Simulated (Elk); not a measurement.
Elk 10.2.4, DFT, PBE, spin-polarised, all-electron FP-LAPW, Elk's shipped species files: bcc Fe, 2 atoms, spin-polarised from a ferromagnetic start. Basis and mesh were picked for this test and aren't claimed converged.

* **cell**: 2.87, 2.87, 2.87 Å; 90, 90, 90°
* **task**: ground state
* **xctype**: 20
* **spinpol**: true
* **reducebf**: 0.5
* **swidth**: 0.004 Hartree
* **k mesh (ngridk)**: 14×14×14
* **maxscl**: 100
* **rgkmax**: 7 (default)
* **empty states an atom (nempty)**: 4 (default)
* **epspot (Hartree)**: 1e-06 (default)
* **epsengy (Hartree)**: 0.0001 (default)
* **k-points after symmetry (for each spin)**: 120
* **largest matrix size**: 124
* **valence states**: 48

It runs on a single node (Intel Xeon 6 (Granite Rapids), 96 cores on 1 socket, 2 hardware threads a core, 3 L3 cache groups, 3 NUMA nodes).

Each time is the median wall time of two to five repeats, run one at a time on the otherwise empty machine; start-up is included. Processes are pinned to neighbouring cores unless said otherwise. Build: conda-forge: no MPI, OpenMP (GNU), OpenBLAS with its own threads, FFTW. Other compilers and libraries give other times. Scratch files lie in a memory file system.

All on 32 threads, 1 BLAS thread. Base settings, kept where nothing else is said: mixsdb = 5 (default), broydpm = [0.4, 0.15] (default), mixtype = 3 (default) (beta0 not set). The candidates, on 32 cores each, agree within 2.0 meV/atom in energy, 0.050 μB in site moment sizes:
A. mixsdb = 20
B. broydpm = [0.4, 0.01]
C. mixsdb = 10
D. mixtype = 1, beta0 = 0.05 (default)
E. mixsdb = 3
F. broydpm = [0.1, 0.15]
G. mixtype = 0, beta0 = 0.2
H. the base settings

Which choice gives the shortest wall time?

E and A and C and H, at 5.9 s to 6.0 s, level within 8 % or the scatter of repeats. At the other end G takes 4.0× as long.

| candidate | wall time | repeats | self-consistent loops |
|---|---|---|---|
| E | 5.9 s | 3 runs within 1 % | 19 |
| A | 6.0 s | 3 runs within 2 % | 19 |
| C | 6.0 s | 3 runs within 2 % | 19 |
| H | 6.0 s | 3 runs within 2 % | 19 |
| B | 8.5 s | 3 runs within 1 % | 28 |
| D | 9.3 s | 2 runs within 2 % | 30 |
| F | 10 s | 2 runs within 1 % | 32 |
| G | 23 s | 2 runs within 1 % | 77 |

From the slowest to the fastest: The count of self-consistent loops goes from 77 to 19.
